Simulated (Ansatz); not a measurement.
System: Li vacancy in bcc Li (neutral cell). Level of theory: PBE, PAW (plane waves to 420 eV; Ansatz, a program for electronic structure).

54-site cell at the relaxed PBE lattice, a 3×3×3 k-point mesh shifted by half a step, smearing 0.10 eV, spin-restricted, no finite-size correction. Static, classical nuclei. Forms of the defect that were not tried may lie lower.

Barriers: single points on a 5×5×5 k-point mesh shifted by half a step at the bands' geometries.

The step: one Li atom jumps into the vacancy from a nearby Li site. Atoms about the jump, Cartesian Å from the middle of the jump, before and after:

```tsv
atom	x0	y0	z0	x1	y1	z1
Li1	1.84	0.00	0.00	-1.84	0.00	0.00
Li2	-0.11	1.61	-1.60	0.11	1.61	-1.61
Li3	-0.10	-1.62	-1.61	0.10	-1.62	-1.62
Li4	-0.10	1.62	1.62	0.10	1.61	1.62
Li5	-0.10	-1.61	1.61	0.10	-1.62	1.62
```

### Question
Give the saddle-point geometry and the barrier.

### Answer

```tsv
atom	x	y	z
Li1	0.00	0.01	-0.01
Li2	0.00	2.01	-2.00
Li3	0.00	-2.00	-2.00
Li4	0.00	2.00	2.00
Li5	0.00	-1.99	1.99
```
It lies 0.17 eV above the start and 0.17 eV above the end. The saddle point's order was not checked, and it lies on a symmetry element of the cell, where a band can be held.
